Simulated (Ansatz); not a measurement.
The starting structures come from a database of crystals and need not be the phases stable at ambient conditions.

Crystal: TiZnO$_{3}$ (R-3, not sure to be the ambient phase, 10 atoms a cell, 10.7 Å³ an atom, -8 GPa at this level); planes in its conventional cell.

The numbers are results of PBEsol (plane waves, PAW; Ansatz, a quantum-chemistry and plane-wave program), not measurements.

The gap is the functional's own. No spin-orbit coupling. Mid-gap values are interpolated on the energy grid.

```csv
plane,area of the cell (Å²),mid-gap κ (1/Å),largest κ in the gap (1/Å)
(001),22.8,0.35,0.36
(110),41.7,[?],[?]
(100),72.2,[?],[?]
```

The slowest decay depends on the direction. Supply the withheld values.


- (110), mid-gap κ (1/Å): 0.38
- (110), largest κ in the gap (1/Å): 0.39
- (100), mid-gap κ (1/Å): 0.38
- (100), largest κ in the gap (1/Å): 0.39
